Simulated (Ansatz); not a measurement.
System: O vacancy in monoclinic ZrO2 with all lengths changed by -1 % (charge state +2). These are PBE, PAW (plane waves to 420 eV; Ansatz, a program for electronic structure) values and carry that method's errors.

Settings: 96 host sites, the strained lattice (strain from the relaxed PBE one, atoms relaxed), the Γ point alone, smearing 0.01 eV, spin-restricted, no image-charge correction. No zero-point or tunnelling terms. The charge state is imposed; whether it is stable for some Fermi level was not computed. Forms of the defect that were not tried may lie lower.

Barriers: single points on a 2×2×2 k-point mesh shifted by half a step at the bands' geometries.

The step: a nearby O atom hops onto the vacant site. Atoms about the jump, Cartesian Å from the middle of the jump, before and after:

```json
[
 {"atom": "O1", "x0": "-0.16", "y0": "0.31", "z0": "1.16", "x1": "0.16", "y1": "-0.31", "z1": "-1.16"},
 {"atom": "Zr2", "x0": "1.05", "y0": "-1.27", "z0": "0.65", "x1": "1.12", "y1": "-1.32", "z1": "0.42"},
 {"atom": "Zr3", "x0": "-1.88", "y0": "1.42", "z0": "0.93", "x1": "-2.10", "y1": "1.52", "z1": "0.89"},
 {"atom": "Zr4", "x0": "1.57", "y0": "1.14", "z0": "-2.21", "x1": "1.47", "y1": "1.00", "z1": "-2.11"},
 {"atom": "O5", "x0": "-2.53", "y0": "-0.08", "z0": "-0.50", "x1": "-2.56", "y1": "0.00", "z1": "-0.46"},
 {"atom": "O6", "x0": "2.26", "y0": "-0.08", "z0": "-0.59", "x1": "2.63", "y1": "-0.07", "z1": "-0.50"},
 {"atom": "O7", "x0": "-0.68", "y0": "-2.17", "z0": "0.07", "x1": "-0.74", "y1": "-2.12", "z1": "0.35"},
 {"atom": "O8", "x0": "-0.72", "y0": "2.96", "z0": "0.25", "x1": "-0.67", "y1": "2.78", "z1": "0.18"},
 {"atom": "O9", "x0": "-0.29", "y0": "1.94", "z0": "-2.28", "x1": "-0.21", "y1": "2.15", "z1": "-2.47"},
 {"atom": "O10", "x0": "2.17", "y0": "-0.14", "z0": "2.15", "x1": "1.81", "y1": "-0.10", "z1": "2.04"},
 {"atom": "Zr11", "x0": "-1.65", "y0": "-1.69", "z0": "-1.74", "x1": "-1.46", "y1": "-1.56", "z1": "-1.66"},
 {"atom": "O12", "x0": "2.13", "y0": "2.50", "z0": "-0.70", "x1": "2.09", "y1": "2.47", "z1": "-0.69"},
 {"atom": "O13", "x0": "-1.14", "y0": "2.09", "z0": "2.83", "x1": "-1.13", "y1": "2.00", "z1": "2.70"},
 {"atom": "O14", "x0": "1.65", "y0": "2.55", "z0": "1.92", "x1": "1.61", "y1": "2.54", "z1": "1.95"},
 {"atom": "Zr15", "x0": "0.58", "y0": "1.00", "z0": "3.13", "x1": "0.60", "y1": "1.09", "z1": "3.27"},
 {"atom": "Zr16", "x0": "3.21", "y0": "1.45", "z0": "0.94", "x1": "3.22", "y1": "1.44", "z1": "0.93"}
]
```

Task: Give the saddle-point geometry and the barrier.

Result: 
| atom | x | y | z |
|---|---|---|---|
| O1 | -0.06 | 0.36 | -0.04 |
| Zr2 | 1.07 | -1.26 | 0.52 |
| Zr3 | -1.81 | 1.38 | 0.76 |
| Zr4 | 1.47 | 1.09 | -2.06 |
| O5 | -2.63 | -0.10 | -0.52 |
| O6 | 2.52 | -0.09 | -0.53 |
| O7 | -0.70 | -2.23 | 0.15 |
| O8 | -0.74 | 3.03 | 0.24 |
| O9 | -0.25 | 2.12 | -2.39 |
| O10 | 1.94 | -0.10 | 2.14 |
| Zr11 | -1.61 | -1.66 | -1.70 |
| O12 | 2.11 | 2.51 | -0.64 |
| O13 | -1.08 | 1.96 | 2.68 |
| O14 | 1.63 | 2.55 | 1.97 |
| Zr15 | 0.64 | 1.08 | 3.29 |
| Zr16 | 3.21 | 1.45 | 0.96 |
It lies 0.66 eV above the start and 0.66 eV above the end. The saddle point's order was not checked.
